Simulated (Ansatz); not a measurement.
TiSi₂ (Fddd, No. 70), treated with r²SCAN (Ansatz, a first-principles code, PAW).

Settings: plane-wave cutoff 600 eV, 16×16×16 k mesh, Fermi–Dirac smearing 0.062 eV (set by the program), no spin polarisation, scalar-relativistic PAW data made under PBE.

Computed at the level's own relaxed cell.

```
TiSi2
1.0
    0.00000     4.11288     4.26145
    2.38968     0.00000     4.26145
    2.38968     4.11288     0.00000
Ti Si
2 4
Cartesian
  0.00000   0.00000   0.00000
  1.19484   2.05644   2.13072
  2.38968   5.44955   4.26145
  2.38968   2.77620   4.26145
  3.58453   4.83264   6.39217
  3.58453   7.50599   6.39217
```

Give the elastic tensor (Voigt notation, GPa, ions relaxed, in the Cartesian axes of the cell as printed).


```
  339.4    21.4    83.8     0.0     0.0     0.0
   21.4   331.3    22.2     0.0     0.0     0.0
   83.8    22.2   432.2     0.0     0.0     0.0
    0.0     0.0     0.0    80.0     0.0     0.0
    0.0     0.0     0.0     0.0   115.8     0.0
    0.0     0.0     0.0     0.0     0.0   123.3
```

The computed numbers hold no vibrational or temperature effects.
